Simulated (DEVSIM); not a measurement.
System: abrupt Ge n-p junction, at 300 K.

| layer (left to right) | material | thickness (μm) | Nd (cm⁻³) | Na (cm⁻³) | τn (s) | τp (s) |
|---|---|---|---|---|---|---|
| 1 | Ge | 0.170 | 8.4e16 | - | 0.00028 | 0.00028 |
| 2 | Ge | 1.60 | - | 2.7e14 | 0.00028 | 0.00028 |

Left contact: ohmic. Right contact: ohmic. Voltage is applied to the left contact. Recombination: SRH at mid-gap. Mobility is μmin + (μ − μmin)/(1 + (N/Nref)^α).

Constants are typed, rounded textbook-type inputs, not results; the design itself was drawn at random and stands for no fabricated device. Values at 300 K.

| parameter | Ge |
|---|---|
| gap (eV) | 0.664 |
| affinity (eV) | 4 |
| permittivity | 16 |
| Nc (cm⁻³) | 1.04e19 |
| Nv (cm⁻³) | 6e18 |
| μn (cm²/Vs) | 3900 |
| μp (cm²/Vs) | 1900 |
| μn,min | 150 |
| μp,min | 100 |
| Nref,n | 2.6e17 |
| Nref,p | 4e17 |
| αn | 0.56 |
| αp | 0.6 |

Model (solved in DEVSIM): 1D drift-diffusion, Boltzmann statistics, complete ionisation; no tunnelling, impact ionisation, image-force lowering or self-heating.

### Question
Tabulate band edges, carrier densities and field at zero bias.

### Answer
Energies count from the Fermi level of the right contact; mesh points crowd at the junctions.

```
x (μm)   Ec (eV)  Ev (eV)  n (cm⁻³)  p (cm⁻³)  field (V/cm)
-------  -------  -------  --------  --------  ------------
0.000      0.125   -0.539    8.4e16     5.2e9           ≈ 0
0.01414    0.125   -0.539    8.4e16     5.2e9           ≈ 0
0.03223    0.125   -0.539    8.4e16     5.2e9           ≈ 0
0.05978    0.125   -0.539    8.4e16     5.2e9            24
0.1040     0.125   -0.539    8.2e16     5.3e9           350
0.1334     0.128   -0.536    7.4e16     5.9e9          2000
0.1527     0.135   -0.529    5.6e16     7.8e9          5900
0.1710     0.153   -0.511    2.8e16    1.5e10         13000
0.1851     0.169   -0.495    1.5e16    2.9e10         10000
0.2093     0.189   -0.475    6.9e15    6.4e10          7200
0.2442     0.211   -0.453    3.0e15    1.5e11          5300
0.3316     0.248   -0.416    7.2e14    6.1e11          3500
0.4333     0.279   -0.385    2.2e14    2.0e12          2700
0.6084     0.320   -0.344    4.4e13    9.9e12          2000
0.9700     0.372   -0.292    5.8e12    7.5e13           970
1.282      0.393   -0.271    2.6e12    1.7e14           430
1.463      0.399   -0.265    2.0e12    2.1e14           270
1.588      0.402   -0.262    1.8e12    2.4e14           200
1.681      0.404   -0.260    1.7e12    2.6e14           180
1.724      0.405   -0.259    1.7e12    2.6e14           170
1.751      0.405   -0.259    1.6e12    2.7e14           170
1.770      0.405   -0.259    1.6e12    2.7e14           170
```
